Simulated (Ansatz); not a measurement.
Band-edge transport in semiconductors and insulators: CsPbBr₃ (Pm-3m) under several functionals (Ansatz, a program for electronic structure, without spin-orbit coupling). The PBE cell:

```yaml
crystal:
  lattice:
    - [6.00221, 0.00000, 0.00000]
    - [0.00000, 6.00221, 0.00000]
    - [0.00000, 0.00000, 6.00221]
  atoms:
    - { symbol: Cs, position: [0.00000, 0.00000, 0.00000] }
    - { symbol: Pb, position: [0.50000, 0.50000, 0.50000] }
    - { symbol: Br, position: [0.50000, 0.50000, 0.00000] }
    - { symbol: Br, position: [0.00000, 0.50000, 0.50000] }
    - { symbol: Br, position: [0.50000, 0.00000, 0.50000] }
```

```csv
Functional,cell relaxed with,volume (Å³/atom),band gap,electron conductivity mass,hole conductivity mass,"Seebeck coefficient, n-type 1e19 cm⁻³"
PBE,PBE,43.25,1.78 eV,0.27 mₑ,0.199 mₑ,-282 μV/K
PBEsol,PBEsol,40.50,1.43 eV,0.25 mₑ,0.151 mₑ,-266 μV/K
r2SCAN,PBEsol,40.50,?,?,?,?
```

Question: Given the cheaper levels, estimate the r2SCAN row.

Answer: 
- r2SCAN, band gap: 1.90 eV
- r2SCAN, electron conductivity mass: 0.27 mₑ
- r2SCAN, hole conductivity mass: 0.173 mₑ
- r2SCAN, Seebeck coefficient, n-type 1e19 cm⁻³: -274 μV/K

For the band gap, PBE gives 1.78 eV and r2SCAN 1.90 eV: PBE lies 6 % below.

Masses are for dilute carriers at 300 K, harmonic means over directions unless an axis is named. Seebeck coefficients are for the stated density at 300 K, with one relaxation time for all states and whether or not that doping can be reached. Spin-orbit coupling is left out; without it the gap and masses of crystals with these elements can be far off.

CsPbBr3 (Pm-3m): a high-temperature phase held by its symmetry.
